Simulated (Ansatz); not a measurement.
Where the default PAW files enter, the runs use the earlier of Ansatz's two default sets.

By PBEsol, the system below comes out a metal.

Given:

```yaml
crystal:
  lattice:
    - [4.18274, 0.00000, 0.00000]
    - [0.00000, 4.59630, 0.00000]
    - [0.00000, 2.29815, 1.32684]
  atoms:
    - { symbol: Ru, position: [0.75000, 0.66667, 0.00000] }
    - { symbol: Ru, position: [0.25000, 0.33333, 0.00000] }
```

Space group of this cell: P6_3/mmc, hcp (Mg type). The cell is strained (all lengths scaled by 0.98); by PBEsol its mean pressure is 16.8 GPa.

The current flows along the normal of the first two printed cell vectors, the (110) plane of the conventional cell. No spin-orbit coupling; the value is a mean over 0.1 eV about the Fermi level.

**Question.** Give the ballistic conductance per area that PBEsol (Ansatz, a first-principles code) yields.

**Answer.** 1.5 × 10¹⁵ S/m² for both spins.
